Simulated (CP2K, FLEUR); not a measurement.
A CP2K input for a self-consistent single point of C (Fd-3m, 2 atoms in the cell) (DFT LDA (Pade form), GPW, DZVP-MOLOPT-SR-GTH basis, GTH-PADE potentials (GTH_POTENTIALS)):

```
&GLOBAL
  PROJECT run
  RUN_TYPE ENERGY_FORCE
  PRINT_LEVEL MEDIUM
&END GLOBAL
&FORCE_EVAL
  METHOD Quickstep
  STRESS_TENSOR ANALYTICAL
  &DFT
    BASIS_SET_FILE_NAME BASIS_MOLOPT
    POTENTIAL_FILE_NAME GTH_POTENTIALS
    &QS
      METHOD GPW
      EPS_DEFAULT 1E-10
    &END QS
    &MGRID
      CUTOFF 400
      REL_CUTOFF 50
      NGRIDS 4
    &END MGRID
    &SCF
      SCF_GUESS ATOMIC
      EPS_SCF 1E-6
      MAX_SCF 100
      ADDED_MOS 4
      &DIAGONALIZATION
        ALGORITHM STANDARD
      &END DIAGONALIZATION
      &MIXING
        METHOD BROYDEN_MIXING
        ALPHA 0.4
        NBUFFER 10
        BETA 1.5
      &END MIXING
    &END SCF
    &KPOINTS
      SCHEME MONKHORST-PACK 13 13 13
    &END KPOINTS
    &XC
      &XC_FUNCTIONAL PADE
      &END XC_FUNCTIONAL
    &END XC
    &PRINT
      &MO
        EIGENVALUES T
        OCCUPATION_NUMBERS T
        NDIGITS 8
        FILENAME mo
        &EACH
          QS_SCF 0
        &END EACH
        ADD_LAST NUMERIC
      &END MO
      &MULLIKEN ON
      &END MULLIKEN
    &END PRINT
  &END DFT
  &SUBSYS
    &CELL
      ABC 2.53747000 2.53746958 2.53746938
      ALPHA_BETA_GAMMA 60.00000131 59.99999198 59.99999457
      PERIODIC XYZ
    &END CELL
    &COORD
      SCALED
      C        0.50000000     0.50000000     0.50000000
      C        0.75000000     0.75000000     0.75000000
    &END COORD
    &KIND C
      BASIS_SET DZVP-MOLOPT-SR-GTH-q4
      POTENTIAL GTH-PADE-q4
    &END KIND
  &END SUBSYS
  &PRINT
    &FORCES ON
    &END FORCES
    &STRESS_TENSOR ON
    &END STRESS_TENSOR
  &END PRINT
&END FORCE_EVAL
```

Task: Translate this input to FLEUR.

Result: One input that does it (others would too):

Input of the input generator:

```
C FLAPW
&input film=f /
0.0000000000 1.7942620000 1.7942620000
1.7942620000 -0.0000000000 1.7942620000
1.7942620000 1.7942620000 -0.0000000000
1.8897261246
1.0 1.0 1.0

2
6 0.5000000000 0.5000000000 0.5000000000
6 0.7500000000 0.7500000000 0.7500000000

&comp jspins=1 /
&exco xctyp='pz' /
&kpt div1=13 div2=13 div3=13 /
&end /
```

```xml
<?xml version="1.0" encoding="UTF-8" standalone="no"?>
<fleurInput fleurInputVersion="0.39">
   <comment>
      C FLAPW                                                                                             
   </comment>
   <calculationSetup>
      <cutoffs Kmax="4.0" Gmax="20.0" GmaxXC="20.0" numbands="0"/>
      <scfLoop itmax="100" minDistance="0.00001" maxIterBroyd="15" imix="Anderson" alpha="0.05" precondParam="0.0" spinf="2.0"/>
      <coreElectrons ctail="T" frcor="F" kcrel="0" coretail_lmax="0"/>
      <xcFunctional name="pz" relativisticCorrections="F"/>
      <magnetism jspins="1"/>
      <soc l_soc="F" theta="0.0" phi="0.0" spav="F"/>
      <expertModes spex="0" secvar="F"/>
      <geometryOptimization l_f="T" forcealpha="1.0" forcemix="BFGS" epsdisp="0.00001" epsforce="0.00001"/>
      <ldaU l_linMix="F" mixParam="0.05" spinf="1.0"/>
   </calculationSetup>
   <cell>
      <bzIntegration valenceElectrons="8.0" mode="hist" fermiSmearingEnergy="0.0001">
         <kPointListSelection listName="default-1"/>
         <!-- k-points included here -->
         <xi:include xmlns:xi="http://www.w3.org/2001/XInclude" href="kpts.xml"> </xi:include>
      </bzIntegration>
      <!-- symmetry operations included here -->
      <xi:include xmlns:xi="http://www.w3.org/2001/XInclude" href="sym.xml"> </xi:include>
      <bulkLattice scale="1.0">
         <bravaisMatrix>
            <row-1>    0.0000000000000000     3.3906637757770453     3.3906637757770453</row-1>
            <row-2>    3.3906637757770453     0.0000000000000000     3.3906637757770453</row-2>
            <row-3>    3.3906637757770453     3.3906637757770453     0.0000000000000000</row-3>
         </bravaisMatrix>
      </bulkLattice>
   </cell>
   <atomSpecies>
      <species name="Carbon (C)" element="C" atomicNumber="6">
         <mtSphere radius="1.36" gridPoints="451" logIncrement="0.023"/>
         <atomicCutoffs lmax="4" lnonsphr="3"/>
         <electronConfig flipSpins="F">
            <coreConfig>(1s1/2)</coreConfig>
            <valenceConfig>(2s1/2) (2p1/2) (2p3/2)</valenceConfig>
            <stateOccupation state="(2p1/2)" spinUp="0.3333333333333" spinDown="0.3333333333333"/>
            <stateOccupation state="(2p3/2)" spinUp="0.6666666666667" spinDown="0.6666666666667"/>
         </electronConfig>
         <energyParameters s="2" p="2" d="3" f="4"/>
         <lo type="SCLO" l="0" n="2" eDeriv="2"/>
         <lo type="SCLO" l="1" n="2" eDeriv="2"/>
         <lo type="SCLO" l="2" n="3" eDeriv="2"/>
      </species>
   </atomSpecies>
   <atomGroups>
      <atomGroup species="Carbon (C)">
         <relPos label="                   1">3.000/8.000 3.000/8.000 3.000/8.000</relPos>
         <relPos label="                   2">-3.000/8.000 -3.000/8.000 -3.000/8.000</relPos>
         <force calculate="T" relaxXYZ="TTT"/>
      </atomGroup>
   </atomGroups>
   <output dos="F" band="F" slice="F">
      <checks vchk="F" cdinf="F"/>
      <bandDOS minEnergy="-.5*Htr" maxEnergy="0.5*Htr" sigma="0.015" storeEVData="T"/>
      <vacuumDOS vacdos="F" integ="F" star="F" nstars="0" locx1="0.0" locy1="0.0" locx2="0.0" locy2="0.0" nstm="0" tworkf="0.0"/>
      <unfoldingBand unfoldBand="F" supercellX="1" supercellY="1" supercellZ="1"/>
      <plotting iplot="0" polar="F">
         <plot TwoD="T" vec1="  1.0  0.0  0.0" vec2="  0.0  1.0  0.0" vec3="  0.0  0.0  1.0" zero="  0.0  0.0  0.0" file="plot"/>
      </plotting>
      <chargeDensitySlicing numkpt="0" minEigenval="0.0" maxEigenval="0.0" nnne="0" pallst="F"/>
      <specialOutput eonly="F"/>
      <magneticCircularDichroism mcd="F" energyLo="-10.0" energyUp="0.0"/>
   </output>
  <!-- We include the file relax.xml here to enable relaxations (see documentation) -->
  <xi:include xmlns:xi="http://www.w3.org/2001/XInclude" href="relax.xml"> <xi:fallback/> </xi:include>
</fleurInput>
```

Basis, cutoffs, solver keys and any potentials are the target program's own. This input uses DFT, LDA (Perdew-Zunger), all-electron FLAPW (FLEUR), scalar-relativistic valence. LDA parametrisations can differ slightly between programs. Both were run: gap on the mesh 4.210 eV in CP2K and 3.927 in FLEUR.

On FLEUR: the starting cell comes from a database of computed structures (which also holds hypothetical and non-ambient phases and stackings), without a prior relaxation at this level. Its lattice was rescaled by a random factor within 2.5 % of one. Values depend on the basis (sphere radii, cutoffs, local orbitals), which need not be converged.

On CP2K: the starting cell comes from a database of computed structures (which also holds hypothetical and non-ambient phases and stackings), without a prior relaxation at this level. Its lattice was rescaled by a random factor within 2.5 % of one. Values carry the incompleteness of an atom-centred basis. With a pressure of about -20 GPa the cell is away from its equilibrium volume at this level.
